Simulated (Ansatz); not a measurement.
TaSi (model structure, started from the FeSi type, P2₁3, No. 198, 8 atoms in the cell)

The numbers are results of PBEsol (Ansatz, a first-principles code, plane waves, PAW), not measurements.

Settings: plane-wave cutoff 500 eV, 8×8×8 k mesh, Fermi–Dirac smearing 0.05 eV, scalar-relativistic PAW data made under PBE.

Cell (relaxed at this level):

```cif
data_Si4Ta4
_chemical_formula_sum 'Ta4 Si4'
_space_group_name_H-M_alt 'P213'
_space_group_IT_number 198
_space_group_name_Hall 'P 2ac 2ab 3'
_cell_length_a 4.99553
_cell_length_b 4.99553
_cell_length_c 4.99553
_cell_angle_alpha 90.000
_cell_angle_beta 90.000
_cell_angle_gamma 90.000
loop_
_atom_site_label
_atom_site_type_symbol
_atom_site_symmetry_multiplicity
_atom_site_Wyckoff_symbol
_atom_site_fract_x
_atom_site_fract_y
_atom_site_fract_z
_atom_site_occupancy
Ta1 Ta 4 a 0.14011 0.14011 0.14011 1
Si1 Si 4 a 0.84705 0.84705 0.84705 1
```

```
Property  Value
--------  -----
band gap   none
```

Note: the relaxation could raise the start's symmetry but not lower it, so the cell can be a saddle point.

Spin–orbit coupling is not included.

Static lattice: no zero-point or thermal effects.

A model structure was made by putting elements into a prototype or built by hand; it is no filed structure, need not be a known phase, and can be a saddle point held by its symmetry.
